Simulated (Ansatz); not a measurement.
Take PbO₂ in the rutile structure (space group P4_2/mnm, No. 136) as the base.

```yaml
crystal:
  lattice:
    - [5.08163, 0.00000, 0.00000]
    - [0.00000, 5.08163, 0.00000]
    - [0.00000, 0.00000, 3.44364]
  atoms:
    - { symbol: Pb, position: [0.00000, 0.00000, 0.00000] }
    - { symbol: Pb, position: [0.50000, 0.50000, 0.50000] }
    - { symbol: O, position: [0.30796, 0.30796, 0.00000] }
    - { symbol: O, position: [0.80796, 0.19204, 0.50000] }
    - { symbol: O, position: [0.19204, 0.80796, 0.50000] }
    - { symbol: O, position: [0.69204, 0.69204, 0.00000] }
```

All numbers come from PBE (Ansatz, a quantum-chemistry and plane-wave program), no SOC.

Base values:

```
Property   Result
--------  -------
Pressure  0.0 GPa
Band gap     zero
```

Now apply this change: the cell is scaled by 1.0060 in all directions, atoms relaxed at fixed cell.

What happens to the energy relative to the base, pressure and band gap?

The energy rises by 1.7 meV/atom; the pressure (mean of the normal stresses, compression positive) goes from zero to -2.0 GPa; the band gap remains zero.

Spin-orbit coupling, missing from the scalar runs, can matter with Pb. The cells carry an imposed strain or load. No phonon test of stability was made. All final runs are without spin polarisation. Gaps under 0.05 eV, about the width of the smearing, are given as zero. A zero or small gap of PbO2 can be the functional's error rather than a property of the material.
